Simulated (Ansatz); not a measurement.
HfS2: isotropic strain +0.47 %

Consider HfS2 in the CdI2 type structure (space group P-3m1, No. 164; a = 3.606 Å, c = 5.768 Å; layered, stacked along the Cartesian z axis).

Modification: the cell is scaled by 1.0047 in all directions; the atoms relax in the strained cell.

The values are results of PBE-D3(BJ) (Ansatz, an electronic-structure program), no spin-orbit coupling, not measurements. Settings: 11×11×6 k-points, 0.05 eV Fermi–Dirac smearing.

```json
[
 {"quantity": "volume per atom", "base": "21.65 Å³", "changed": "21.95 Å³", "shift": "+0.307 Å³"},
 {"quantity": "space group", "base": "P-3m1 (No. 164)", "changed": "P-3m1 (No. 164)", "shift": "–"},
 {"quantity": "shortest interatomic distance", "base": "2.541 Å", "changed": "2.545 Å", "shift": "+0.004 Å"},
 {"quantity": "energy relative to the base (free energy F)", "base": "0 meV/atom", "changed": "+0.6 meV/atom", "shift": "+0.6 meV/atom"},
 {"quantity": "band gap (an upper bound: an edge found on the path is not a true extremum; the changed cell)", "base": "0.85 eV", "changed": "0.91 eV", "shift": "+0.06 eV"},
 {"quantity": "largest internal atomic displacement", "base": "–", "changed": "0.014 Å", "shift": "–"}
]
```

Cost of the whole job for the changed cell (relaxation, final SCF and bands): very roughly 40 core-seconds.

With Hf present, leaving out spin-orbit coupling can change the band edges. Whether these cells are dynamically stable was not tested.
